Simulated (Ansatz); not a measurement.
A computed series for BAs: response to strain

The parent structure is BAs in the zinc blende structure (space group F-43m, No. 216; a = 4.7679 Å). Axes: x, y, z lie along the cube axes.

Strains are applied to the cell and any free atomic positions relax; under stress the whole cell relaxes.

The values are results of PBEsol (Ansatz, a quantum-chemistry and plane-wave program, PAW, no spin-orbit coupling), not measurements.

Candidates:
(a) uniaxial strain ε_yy = +4.77 %
(b) tensor shear ε_yz = −3.68 %
(c) uniaxial stress, 1 GPa tension along z

Before the change:

| Item | Result |
|---|---|
| Smallest direct gap | 3.25 eV |

Question: Order them by smallest direct gap, highest first.

Answer: (c) uniaxial stress, 1 GPa tension along z (3.22 eV), (a) uniaxial strain ε_yy = +4.77 % (2.96 eV), (b) tensor shear ε_yz = −3.68 % (2.37 eV)

Stability under load was not tested beyond the relaxation.
